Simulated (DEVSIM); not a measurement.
Structure: abrupt In0.53Ga0.47As n-p junction, at 300 K.

```
layer (left to right)        material  thickness (μm)  Nd (cm⁻³)  Na (cm⁻³)  τn (s)  τp (s)
---------------------  --------------  --------------  ---------  ---------  ------  ------
1                      In0.53Ga0.47As           0.360     8.7e15          -   6e-10   6e-10
2                      In0.53Ga0.47As             200          -     9.5e15   6e-10   6e-10
```

Left contact: ohmic. Right contact: ohmic. Voltage is applied to the left contact. Recombination: SRH at mid-gap. Mobility is μmin + (μ − μmin)/(1 + (N/Nref)^α).

Constants are typed, rounded textbook-type inputs, not results; the design itself was drawn at random and stands for no fabricated device. Values at 300 K.

```
parameter      In0.53Ga0.47As
-------------  --------------
gap (eV)                 0.74
affinity (eV)            4.51
permittivity             13.9
Nc (cm⁻³)              2.1e17
Nv (cm⁻³)              7.7e18
μn (cm²/Vs)             12000
μp (cm²/Vs)               300
μn,min                    300
μp,min                     10
Nref,n                 1.3e17
Nref,p                 4.9e17
αn                       0.48
αp                        0.4
```

Model (solved in DEVSIM): 1D drift-diffusion, Boltzmann statistics, complete ionisation; no tunnelling, impact ionisation, image-force lowering or self-heating.

The doping Na of layer 2 was swept, all else fixed.

```tsv
doping Na of layer 2 (cm^-3)	potential step across the device at zero bias (V)	largest field in the device at zero bias (V/cm)
2.8e14	0.393	6200
9.5e14	0.425	9400
2.8e15	0.453	15000
9.5e15	0.485	23000
2.8e16	0.512	28000
9.5e16	0.544	33000
2.8e17	0.572	[?]
```

Problem. Complete the blanks.

Solution. 
- 2.8e17, largest field in the device at zero bias (V/cm): 39000
